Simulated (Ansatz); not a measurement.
Defect: interstitial Be in diamond, charge state +2. Method: PBE, PAW (plane waves to 420 eV; Ansatz, an electronic-structure program).

Cell of 64 host sites held at the relaxed PBE lattice; a 2×2×2 k-point mesh shifted by half a step; Fermi-Dirac width 0.01 eV, spin-restricted; finite-size errors left in. No zero-point or tunnelling terms. The host's phase is taken as given; its stability against other phases was not computed. The charge state is imposed; whether it is stable for some Fermi level was not computed. Sites that were not tried may lie lower.

Relaxed starting cell (atoms counted from 1):

```
CELL_PARAMETERS angstrom
      7.14310     0.00000     0.00000
      0.00000     7.14310     0.00000
      0.00000     0.00000     7.14310
ATOMIC_POSITIONS crystal
  C  0.99977 0.00006 0.25974
  C  0.99978 0.00006 0.74259
  C  0.99978 0.50006 0.25217
  C  0.99977 0.50005 0.75016
  C  0.49979 0.00006 0.25217
  C  0.49978 0.00005 0.75015
  C  0.49978 0.50005 0.25147
  C  0.49978 0.50006 0.75085
  C  0.12600 0.37677 0.12738
  C  0.12489 0.37607 0.62515
  C  0.13148 0.86834 0.13288
  C  0.12600 0.87384 0.62445
  C  0.62377 0.37607 0.12627
  C  0.62459 0.37526 0.62596
  C  0.62307 0.87384 0.12737
  C  0.62377 0.87495 0.62515
  C  0.99979 0.25862 0.00116
  C  0.99978 0.25108 0.50117
  C  0.99976 0.74149 0.00117
  C  0.99979 0.74904 0.50117
  C  0.49977 0.25107 0.00117
  C  0.49979 0.25036 0.50116
  C  0.49978 0.74904 0.00116
  C  0.49977 0.74975 0.50116
  C  0.12598 0.12627 0.37788
  C  0.13150 0.13179 0.86944
  C  0.12490 0.62406 0.37716
  C  0.12598 0.62335 0.87495
  C  0.62378 0.12518 0.37716
  C  0.62306 0.12627 0.87495
  C  0.62457 0.62486 0.37636
  C  0.62378 0.62406 0.87604
  C  0.25834 0.00006 0.00115
  C  0.25079 0.00005 0.50115
  C  0.25079 0.50005 0.00116
  C  0.25009 0.50006 0.50116
  C  0.74121 0.00006 0.00116
  C  0.74877 0.00007 0.50116
  C  0.74877 0.50006 0.00116
  C  0.74947 0.50006 0.50116
  C  0.37498 0.37525 0.37637
  C  0.37579 0.37607 0.87604
  C  0.37579 0.87495 0.37716
  C  0.37649 0.87384 0.87495
  C  0.87467 0.37607 0.37717
  C  0.87356 0.37677 0.87496
  C  0.87356 0.87384 0.37788
  C  0.86807 0.86835 0.86945
  C  0.25009 0.25037 0.25149
  C  0.25301 0.25329 0.74793
  C  0.25301 0.74683 0.25438
  C  0.25009 0.74974 0.75086
  C  0.74656 0.25329 0.25438
  C  0.74946 0.25037 0.75085
  C  0.74946 0.74974 0.25149
  C  0.74656 0.74684 0.74792
  C  0.37649 0.12627 0.12738
  C  0.37579 0.12516 0.62515
  C  0.37579 0.62404 0.12627
  C  0.37497 0.62486 0.62597
  C  0.86806 0.13176 0.13288
  C  0.87356 0.12628 0.62446
  C  0.87356 0.62335 0.12738
  C  0.87467 0.62405 0.62515
  Be 0.99980 0.00007 0.00115
```
Cell charge +2.

End state 1 differs by these moves (Å; atoms that move under 0.08 Å are left out):

```csv
atom,element,Δx,Δy,Δz
65,Be,-0.89,0.89,-0.89
```

Problem. Give the forward and backward barriers to end state 1 at the level PBE, PAW.

Solution. forward 1.35 eV, backward 1.35 eV; at the saddle point atom 65 has neighbours 6 C at 1.61 Å. The saddle point's order was not checked, and it lies on a symmetry element of the cell, where a band can be held.
